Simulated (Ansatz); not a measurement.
Rock-salt GaN (model structure) (like a known high-pressure phase), treated with r²SCAN+rVV10 in Ansatz (PAW).

Numerical settings: plane-wave cutoff 500 eV, 16×16×16 k mesh, Fermi–Dirac smearing 0.05 eV, scalar-relativistic PAW data made under PBE.

Cell (relaxed at this level):

```cif
data_Ga4N4
_chemical_formula_sum 'Ga4 N4'
_space_group_name_H-M_alt 'Fm-3m'
_space_group_IT_number 225
_space_group_name_Hall '-F 4 2 3'
_cell_length_a 4.20817
_cell_length_b 4.20817
_cell_length_c 4.20817
_cell_angle_alpha 90.000
_cell_angle_beta 90.000
_cell_angle_gamma 90.000
loop_
_atom_site_label
_atom_site_type_symbol
_atom_site_symmetry_multiplicity
_atom_site_Wyckoff_symbol
_atom_site_fract_x
_atom_site_fract_y
_atom_site_fract_z
_atom_site_occupancy
Ga1 Ga 4 a 0.00000 0.00000 0.00000 1
N1 N 4 b 0.50000 0.50000 0.50000 1
```
(The calculation used a cell of 2 atoms; values per cell refer to that cell.)

Q: What does this level give for the band gap?

A: 
- band gap: 1.20 eV (on the SCF k mesh)

Spin–orbit coupling is not included.

Computed values are for the static lattice.

Computing time: very roughly 30 core-seconds.

A model structure was made by putting elements into a prototype or built by hand; it is no filed structure, need not be a known phase, and can be a saddle point held by its symmetry.

Ansatz is a program for electronic structure.
